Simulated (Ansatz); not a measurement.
## LaSb: biaxial strain +1.36 %, plane normal [110], relaxed out of plane

Consider LaSb in the rock salt structure (space group Fm-3m, No. 225; a = 6.452 Å; relaxed with 0.1 eV smearing). Axes: x, y, z lie along the cube axes.

One thing is altered: tensile biaxial strain of 1.36 % in the plane normal to [110], as in epitaxy on a mismatched substrate; the out-of-plane cell vector and the atoms relax.

Level of theory: Kohn–Sham DFT with the PBEsol functional, run in Ansatz (a first-principles code) with PAW and 420 eV plane waves, without spin-orbit coupling. Γ-centred 16×16×16 mesh, Fermi–Dirac width 0.1 eV.

```json
[
 {"quantity": "volume per atom", "base": "33.57 Å³", "changed": "34.13 Å³", "shift": "+0.56 Å³"},
 {"quantity": "shortest interatomic distance", "base": "322.6 pm", "changed": "323.1 pm", "shift": "+0.5 pm"},
 {"quantity": "energy relative to the base (free energy F)", "base": "0 meV/atom", "changed": "+3.9 meV/atom", "shift": "+3.9 meV/atom"},
 {"quantity": "pressure (mean of the normal stresses, compression positive)", "base": "0.0 GPa", "changed": "-0.9 GPa", "shift": "-0.9 GPa"},
 {"quantity": "band gap", "base": "zero", "changed": "zero", "shift": "–"},
 {"quantity": "out-of-plane strain", "base": "–", "changed": "-1.05 %", "shift": "–"},
 {"quantity": "ratio −ε⊥/ε∥", "base": "–", "changed": "0.77", "shift": "–"}
]
```

Final structure (turned so that z lies along the plane normal):

```
CELL_PARAMETERS angstrom
      0.00000     0.00000    -4.51447
     -2.31211     3.26982    -2.25723
      2.31211     3.26982    -2.25723
ATOMIC_POSITIONS crystal
  La 0.00000 0.00000 0.00000
  Sb 0.50000 0.50000 0.50000
```

A biaxial case was relaxed in a doubled cell and then solved in the primitive one. With Sb present, leaving out spin-orbit coupling can change the band edges. Stability against distortions was not tested. The final runs are not spin-polarised. The zero or small gap of LaSb can change with the level of theory.
